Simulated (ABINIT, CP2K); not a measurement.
A CP2K input for a self-consistent single point of AlGaN2 (P3m1, 4 atoms in the cell) (DFT PBEsol, GPW, DZVP-MOLOPT-SR-GTH basis, GTH-PBE potentials (GTH_POTENTIALS)):

```
&GLOBAL
  PROJECT scf
  RUN_TYPE ENERGY_FORCE
  PRINT_LEVEL MEDIUM
&END GLOBAL
&FORCE_EVAL
  METHOD Quickstep
  STRESS_TENSOR ANALYTICAL
  &DFT
    BASIS_SET_FILE_NAME BASIS_MOLOPT
    POTENTIAL_FILE_NAME GTH_POTENTIALS
    &QS
      METHOD GPW
      EPS_DEFAULT 1E-10
    &END QS
    &MGRID
      CUTOFF 600
      REL_CUTOFF 60
      NGRIDS 5
    &END MGRID
    &SCF
      SCF_GUESS ATOMIC
      EPS_SCF 1E-7
      MAX_SCF 100
      ADDED_MOS 5
      &DIAGONALIZATION
        ALGORITHM STANDARD
      &END DIAGONALIZATION
      &MIXING
        METHOD BROYDEN_MIXING
        ALPHA 0.3
        NBUFFER 10
        BETA 1
      &END MIXING
    &END SCF
    &KPOINTS
      SCHEME MACDONALD 8 8 5 0.0625 0.0625 0
    &END KPOINTS
    &XC
      &XC_FUNCTIONAL
        &PBE
          PARAMETRIZATION PBESOL
        &END PBE
      &END XC_FUNCTIONAL
    &END XC
    &PRINT
      &MO
        EIGENVALUES T
        OCCUPATION_NUMBERS T
        NDIGITS 8
        FILENAME mo
        &EACH
          QS_SCF 0
        &END EACH
        ADD_LAST NUMERIC
      &END MO
      &MULLIKEN ON
      &END MULLIKEN
    &END PRINT
  &END DFT
  &SUBSYS
    &CELL
      ABC 3.09527000 3.09526961 5.01584900
      ALPHA_BETA_GAMMA 90.00000000 90.00000000 120.00000418
      PERIODIC XYZ
    &END CELL
    &COORD
      SCALED
      Al       0.00000000     0.00000000     0.99926000
      Ga       0.66666700     0.33333300     0.49717000
      N        0.66666700     0.33333300     0.11180000
      N        0.00000000     0.00000000     0.62816000
    &END COORD
    &KIND Al
      BASIS_SET DZVP-MOLOPT-SR-GTH-q3
      POTENTIAL GTH-PBE-q3
    &END KIND
    &KIND Ga
      BASIS_SET DZVP-MOLOPT-SR-GTH-q13
      POTENTIAL GTH-PBE-q13
    &END KIND
    &KIND N
      BASIS_SET DZVP-MOLOPT-SR-GTH-q5
      POTENTIAL GTH-PBE-q5
    &END KIND
  &END SUBSYS
  &PRINT
    &FORCES ON
    &END FORCES
    &STRESS_TENSOR ON
    &END STRESS_TENSOR
  &END PRINT
&END FORCE_EVAL
```

Q: Write the same calculation as an input for ABINIT.

A: This is the input that was run; spellings and numerical settings could be chosen otherwise.

```
# AlGaN2, PseudoDojo nc-sr-04 PBEsol standard
pp_dirpath "./"
pseudos "Al.upf, Ga.upf, N.upf"
acell 3*1.0 Angstrom
rprim
         3.0952697393    0.0000000605    0.0000000000
        -1.5476349220    2.6805821955    0.0000000000
         0.0000000000    0.0000000000    5.0158490000
natom 4
ntypat 3
znucl 13 31 7
typat 1 2 3 3
xred
         0.0000000000    0.0000000000    0.9992600000
         0.6666666667    0.3333333333    0.4971700000
         0.6666666667    0.3333333333    0.1118000000
         0.0000000000    0.0000000000    0.6281600000
ecut 84 Ry
occopt 1
nband 17
kptopt 1
ngkpt 8 8 5
nshiftk 1
shiftk 0 0 0
nstep 50
tolvrs 1.0e-10
prtwf 0
prtden 0
prtvol 1
enunit 1
```

Basis, cutoffs, solver keys and any potentials are the target program's own. This input uses DFT, PBEsol, plane waves, norm-conserving pseudopotentials (PseudoDojo nc-sr-04 PBEsol standard).

The starting cell comes from a database of computed structures (which also holds hypothetical and non-ambient phases and stackings), without a prior relaxation at this level. Its lattice was rescaled by a random factor within 2.5 % of one.
